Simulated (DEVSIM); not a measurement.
Device: abrupt Si p-n junction, at 300 K.

Layer 1 from the left is Si, thickness (μm) 2.00, Na (cm⁻³) 3.8e16, τn (s) 1.1e-7, τp (s) 1.1e-7. Layer 2 from the left is Si, thickness (μm) 7.00, Nd (cm⁻³) 1.7e17, τn (s) 1.1e-7, τp (s) 1.1e-7.

Left contact: ohmic. Right contact: ohmic. Voltage is applied to the left contact. Recombination: SRH at mid-gap, Auger. Mobility is constant in doping.

The device is made up for the run: typed textbook-type constants, with dimensions and the other settings drawn at random. Values at 300 K.

Si: gap (eV) 1.124, affinity (eV) 4.05, permittivity 11.7, Nc (cm⁻³) 2.86e19, Nv (cm⁻³) 3.1e19, μn (cm²/Vs) 1417, μp (cm²/Vs) 470, Cn (cm⁶/s) 2.8e-31, Cp (cm⁶/s) 9.9e-32.

Model (solved in DEVSIM): 1D drift-diffusion, Boltzmann statistics, complete ionisation; no tunnelling, impact ionisation, image-force lowering or self-heating.

Dark forward current:

| |V| (V) | |J| (A/cm²) |
|---|---|
| 0.05 | 1.919e-8 |
| 0.10 | 7.033e-8 |
| 0.15 | 2.260e-7 |
| 0.20 | 7.708e-7 |
| 0.25 | 3.077e-6 |
| 0.30 | 1.497e-5 |
| 0.35 | 8.580e-5 |
| 0.40 | 0.0005428 |
| 0.45 | 0.003604 |
| 0.50 | 0.02444 |
| 0.55 | 0.1672 |
| 0.60 | 1.146 |
| 0.65 | 7.814 |
| 0.70 | 51.07 |
| 0.75 | 275.1 |
| 0.80 | 968.2 |
| 0.85 | 2275 |

**Question.** Work out the local ideality factor n = ΔV / (kT/q · ln(J2/J1)) between the rows 0.15 and 0.20 V, 0.55 and 0.60 V, 0.80 and 0.85 V.

**Answer.** kT/q = 25.85 mV. From 0.15 to 0.20 V: ln(7.708e-7/2.260e-7) = 1.227, n = 1.58. From 0.55 to 0.60 V: ln(1.146/0.1672) = 1.925, n = 1.00, near the 1 of diffusion or emission over a barrier. From 0.80 to 0.85 V: ln(2275/968.2) = 0.854, n = 2.26.

**Question.** Estimate the current at 0.50 V from the Shockley equation with J0 = Σ q ni² D/(N L) coth(W/L), τ joining the SRH, radiative and Auger lifetimes that are on, and W taken as the whole layer.

**Answer.** ni² = 1.16e20 cm⁻⁶; electrons in the p layer: μ = 1420 cm²/Vs, D = 36.6 cm²/s, τ = 1.10e-7 s, L = 20.1 μm, W/L = 0.100, term 8.98e-11 A/cm²; holes in the n layer: μ = 470 cm²/Vs, D = 12.1 cm²/s, τ = 1.10e-7 s, L = 11.6 μm, W/L = 0.61, term 2.12e-12 A/cm². J0 = 9.19e-11 A/cm², and J = J0 exp(qV/kT) = 0.0231 A/cm². The simulation gives 0.0244 A/cm²; the estimate lies 5.5 % below. The estimate leaves out recombination in the depletion region and that region's share of W.
